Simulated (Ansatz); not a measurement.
AlP (F-43m) under hydrostatic pressure: electron conductivity mass by PBEsol, rigid bands (plane waves, PAW, scalar-relativistic; Ansatz, a quantum-chemistry and plane-wave program). The unloaded cell, whose axes the loads refer to:

```
CELL_PARAMETERS angstrom
      0.00000     2.73533     2.73533
      2.73533     0.00000     2.73533
      2.73533     2.73533     0.00000
ATOMIC_POSITIONS crystal
  Al 0.00000 0.00000 0.00000
  P  0.75000 0.75000 0.75000
```

```
hydrostatic pressure (GPa)  volume per atom (Å³)  electron conductivity mass (mₑ)
--------------------------  --------------------  -------------------------------
-2                                         20.97                            0.338
0                                          20.47                            0.333
5                                          19.43                                ?
15                                         17.93                            0.305
```

Question: Fit a straight line to ln(electron conductivity mass) against the load over the rows given, and predict the row at 5 GPa.

Answer: The means are x̄ = 4.333 GPa and ȳ = -1.1239; Σ(x − x̄)(y − ȳ) = -1.031 and Σ(x − x̄)² = 172.7, so the slope is -0.597 % per GPa, and the rows given lie within 0.16 % of the line. At 5 GPa the line gives 0.324 mₑ; the calculation gives 0.321 mₑ, 0.84 % from it.

Masses are for dilute carriers at 300 K, harmonic means over directions unless an axis is named. Spin-orbit coupling is left out. Stresses and pressures are the targets of the relaxation. The structure type is held at every load. Geometry: cell and atoms relaxed with PBEsol.
